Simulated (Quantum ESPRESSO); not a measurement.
A self-consistent single point of Al10Si2O19 (Pm, 31 atoms in the cell) with Quantum ESPRESSO.

Level of theory: LDA (PZ), GBRV 1.5 ultrasoft (LDA) pseudopotentials (plane waves; Quantum ESPRESSO).

```
Al10Si2O19
1.0
    7.55596     0.00000     0.00000
    0.00000     2.93896     0.00000
   -0.19525     0.00000    15.97370
Al Si O
10 2 19
Direct
  0.96366   0.00000   0.99535
  0.23962   0.50000   0.11404
  0.34152   0.50000   0.41508
  0.64403   0.50000   0.09536
  0.83172   0.50000   0.83060
  0.64440   0.50000   0.57769
  0.73534   0.50000   0.39653
  0.48842   0.00000   0.25598
  0.00914   0.00000   0.51012
  0.49421   0.00000   0.74177
  0.33370   0.50000   0.93693
  0.12959   0.50000   0.68146
  0.86075   0.00000   0.41364
  0.85102   0.00000   0.89025
  0.97890   0.50000   0.74875
  0.35878   0.50000   0.20586
  0.32835   0.50000   0.72536
  0.42868   0.50000   0.03147
  0.62025   0.50000   0.30153
  0.55306   0.50000   0.47367
  0.61769   0.50000   0.78429
  0.15582   0.50000   0.48163
  0.83283   0.50000   0.03237
  0.12201   0.50000   0.95184
  0.87343   0.50000   0.55724
  0.12158   0.00000   0.09138
  0.12954   0.00000   0.62794
  0.34199   0.00000   0.35479
  0.63159   0.00000   0.15254
  0.38464   0.00000   0.89030
  0.58014   0.00000   0.63307
```

Reference input (self-consistent single point, DFT, LDA (PZ), plane waves, GBRV 1.5 ultrasoft (LDA) pseudopotentials): ecutwfc = 40 Ry; ecutrho = 200 Ry; occupations = smearing; smearing = gaussian; degauss = 0.00147 Ry; potentials = {Al: al_lda_v1.uspp.F.UPF, Si: si_lda_v1.uspp.F.UPF, O: o_lda_v1.2.uspp.F.UPF}; K_POINTS = automatic 3 8 1 1 1 1; conv_thr = 1e-09 Ry. This run's input differs from it in these lines:

```diff
@@ -62,3 +62,3 @@
 K_POINTS {automatic}
-3 8 1  1 1 1
+5 12 3  1 1 1
```

Output (repeated stretches shortened):

```
     Self-consistent Calculation

     iteration #  1     ecut=    40.00 Ry     beta= 0.70

     total energy              =    -699.77360971 Ry
     estimated scf accuracy    <       7.84625226 Ry

     iteration #  2     ecut=    40.00 Ry     beta= 0.70

     total energy              =    -702.11472031 Ry
     estimated scf accuracy    <       6.41178770 Ry

     iteration #  3     ecut=    40.00 Ry     beta= 0.70

     total energy              =    -703.16732610 Ry
     estimated scf accuracy    <       0.10497129 Ry

   [... 8 blocks of this kind left out ...]

     iteration # 12     ecut=    40.00 Ry     beta= 0.70

     total energy              =    -703.21216493 Ry
     estimated scf accuracy    <          4.3E-09 Ry

     iteration # 13     ecut=    40.00 Ry     beta= 0.70
     End of self-consistent calculation

     the Fermi energy is     6.1144 ev

!    total energy              =    -703.21216493 Ry
     estimated scf accuracy    <          3.6E-10 Ry
     smearing contrib. (-TS)   =      -0.00000000 Ry
     internal energy E=F+TS    =    -703.21216493 Ry

     convergence has been achieved in  13 iterations

     Forces acting on atoms (cartesian axes, Ry/au):

     atom    1 type  1   force =    -0.00009653    0.00000000   -0.00206532
     atom    2 type  1   force =     0.00045431    0.00000000   -0.00350809
     atom    3 type  1   force =    -0.00066782    0.00000000    0.00324011
     atom    4 type  1   force =    -0.00020644    0.00000000   -0.00124178
     atom    5 type  1   force =    -0.00085760    0.00000000   -0.00209427
   [... 22 lines left out ...]
   [... lines left out ...]

     Total force =     0.037787     Total SCF correction =     0.000046

          total   stress  (Ry/bohr**3)                   (kbar)     P=      -73.12
  -0.00047062   0.00000000   0.00000735          -69.23        0.00        1.08
   0.00000000  -0.00056254   0.00000000            0.00      -82.75        0.00
   0.00000735   0.00000000  -0.00045808            1.08        0.00      -67.39

   JOB DONE.
```

The run converged in 13 iterations. Against the reference run the free energy hardly moves (within 1 meV/atom), the pressure stays at -7.31 GPa, the largest force stays at 0.407 eV/Å and the gap on the mesh goes from 3.979 to 3.784 eV.

The starting cell comes from a database of computed structures (which also holds hypothetical and non-ambient phases and stackings), without a prior relaxation at this level. With a pressure of about -7 GPa the cell is away from its equilibrium volume at this level. The shifted mesh does not hold Γ, so a gap read on it misses any band edge there.

Cost on one core of a shared machine: roughly 10 min.
